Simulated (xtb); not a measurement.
xtb 6.7.1, GFN2-xTB: diisopropyl telluride cation (CC(C)[Te]C(C)C), charge +1, multiplicity 2, 21 atoms. The geometry is a generated start, not checked to be a minimum at this level.

```yaml
run_flags: --grad
method: GFN2-xTB
"--acc": 1 (default)
"--etemp (K)": 300 (default)
basis_functions: 48
valence_electrons: 43
```

```xyz
21

C      2.0735     1.0724     0.3058
C      1.5710    -0.3569     0.2407
C      2.7154    -1.3304     0.0247
Te     0.0623    -0.6269    -1.3395
C     -1.6168    -0.0667    -0.0326
C     -1.9117     1.4191    -0.1034
C     -2.8454    -0.8852    -0.3814
H      2.5890     1.3411    -0.6138
H      2.7712     1.1868     1.1359
H      1.2531     1.7701     0.4588
H      1.0588    -0.6015     1.1723
H      2.3652    -2.3597     0.0887
H      3.4887    -1.1796     0.7800
H      3.1642    -1.1816    -0.9575
H     -1.2869    -0.3239     0.9747
H     -1.0365     2.0090     0.1594
H     -2.2277     1.6999    -1.1061
H     -2.7121     1.6764     0.5913
H     -2.6343    -1.9513    -0.3253
H     -3.1878    -0.6540    -1.3880
H     -3.6533    -0.6573     0.3154
```

Charge 1 and multiplicity 2 are set for this test and not shown to be the ground state. GFN-xTB has no spin term: --uhf 1 sets the occupations alone.

One run each on 1 thread. Values of broydamp tried: 0.02, 0.05, 0.1, 0.2, 0.4 (default), 0.6, 0.8, 1.

Q: How does the count of SCC iterations change with broydamp, and where is it least?

A: Fewest SCC iterations, within one of each other: 0.2 with 15, 0.4 (default) with 15, 0.6 with 16. The count rises to 24 at 1. All converge to one solution.

```
broydamp       SCC iterations            end
-------------  --------------  -------------
0.02                       20  same solution
0.05                       18  same solution
0.1                        17  same solution
0.2                        15  same solution
0.4 (default)              15  same solution
0.6                        16  same solution
0.8                        18  same solution
1                          24  same solution
```
